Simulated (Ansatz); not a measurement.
Start from BiSb in the zinc blende structure (space group F-43m, No. 216; a = 7.022 Å; a hypothetical phase, not in the database extracts checked).

Computed with PBEsol, PAW, 420 eV (Ansatz, an electronic-structure program; no SOC).

For the base:

| Item | Value |
|---|---|
| Lattice parameter a | 7.022 Å |

It is then changed as follows: Te takes the place of Sb on all its sites; the structure is relaxed again.

Tabulated Pauling electronegativity and covalent radius: Sb 2.05, 1.39 Å; Te 2.10, 1.38 Å.

What does the calculation give for the lattice parameter a after the change?

The lattice parameter a grows by 0.0885 Å (7.022 Å → 7.111 Å).

Stability against distortions was not tested. As relaxed here, BiTe is a hypothetical phase, not in the database extracts checked. All final runs are without spin polarisation. An odd electron count without spin: BiTe.
